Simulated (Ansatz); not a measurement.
We consider L1₂ (Cu3Au-type) Al3Sc, described by PBE (Ansatz, a quantum-chemistry and plane-wave program, plane waves, PAW).

Run with plane-wave cutoff 520 eV, 14×14×14 k mesh, Fermi–Dirac smearing 0.05 eV, scalar-relativistic PAW data made under PBE.

Energies at three volumes about the minimum:

```
V (Å³/atom)  E − E_lowest (meV/atom)
-----------  -----------------------
16.958                          1.94
17.304                          0.00
17.650                          1.81
```

### Question
Fit a parabola by hand: where is the minimum, what lattice constant follows, and what is the bulk modulus?

### Answer
Slopes: (0.00 − 1.94)/(17.304 − 16.958) = -5.607 and (1.81 − 0.00)/(17.650 − 17.304) = 5.231 meV/Å³. Curvature E″ = 2 × (5.231 − (-5.607))/(17.650 − 16.958) = 31.324 meV/Å⁶. From the middle of the first interval, the slope vanishes at V0 = 17.1310 − (-5.607)/31.324 = 17.310 Å³/atom. B = V0 E″ = 17.310 × 31.324 meV/Å³ × 0.1602 GPa per meV/Å³ = 86.9 GPa. With 4 atoms in the cube, a = (4 × 17.310)^(1/3) = 4.106 Å. The full Birch–Murnaghan fit to all volumes gives V0 = 17.304 Å³/atom and B0 = 86.6 GPa.

Measured, for comparison: bulk modulus 91.5 ± 1 GPa (298 K, no zero-point or thermal correction, polycrystal; as tabulated in A Combined Experimental and First-Principles Based Assessment of …); lattice constant a 4.103 Å (room temperature, no zero-point or thermal correction; as tabulated in A Combined Experimental and First-Principles Based Assessment of …). Computed less measured: bulk modulus -5 %.
